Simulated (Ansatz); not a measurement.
Fluorite NdH2

Computed with r²SCAN+rVV10 (PAW; Ansatz, a quantum-chemistry and plane-wave program).

Numerical settings: plane-wave cutoff 560 eV, 18×18×18 k mesh, Fermi–Dirac smearing 0.05 eV, spin-polarised with parallel moments, scalar-relativistic PAW data made under PBE.

Cell: relaxed at this level.

| Item | Result |
|---|---|
| lattice constant a | 5.467 Å |

Note: the magnetic order was assumed, not searched for or taken from measurement; the relaxation could not lower the start's symmetry, so the cell can be a saddle point above a distorted one; the 4f shell is treated without U or exact exchange, so its levels and filling can be wrong.

Spin–orbit coupling is not included; it can open a gap where bands touch, and shift volumes and moduli.

Computed values are for the static lattice.

Cost on a shared machine: roughly 100 core-seconds.
